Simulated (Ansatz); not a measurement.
**Ge: response to strain**

Start from Ge in the diamond structure (space group Fd-3m, No. 227; a = 5.674 Å). Axes: x, y, z lie along the cube axes.

Strains are applied to the cell and any free atomic positions relax.

All numbers come from r2SCAN in Ansatz (plane waves to 500 eV, PAW, scalar-relativistic without spin-orbit coupling).

Computed cases, in order: uniaxial strain ε_zz = −3.00 %; uniaxial strain ε_zz = −2.50 %; uniaxial strain ε_zz = −2.00 %; uniaxial strain ε_zz = −1.50 %; uniaxial strain ε_zz = −1.00 %; uniaxial strain ε_zz = −0.50 %; the unstrained base.

### Question
Between which two neighbouring cases does the gap turn between direct and indirect?

### Answer
Between uniaxial strain ε_zz = −1.50 % (0.40 eV, indirect, Γ → N) and uniaxial strain ε_zz = −1.00 % (0.40 eV, direct at Γ). The whole series: uniaxial strain ε_zz = −3.00 %: 0.36 eV, indirect, Γ → N; uniaxial strain ε_zz = −2.50 %: 0.37 eV, indirect, Γ → N; uniaxial strain ε_zz = −2.00 %: 0.39 eV, indirect, Γ → N; uniaxial strain ε_zz = −1.50 %: 0.40 eV, indirect, Γ → N; uniaxial strain ε_zz = −1.00 %: 0.40 eV, direct at Γ; uniaxial strain ε_zz = −0.50 %: 0.38 eV, direct at Γ; the unstrained base: 0.36 eV, direct at Γ.

No phonon test of stability was made. The real Ge has an indirect gap at ambient pressure; r2SCAN orders its close-lying valleys differently. Labels are those of the standard path for the cell's own space group.

Ansatz is a first-principles code.
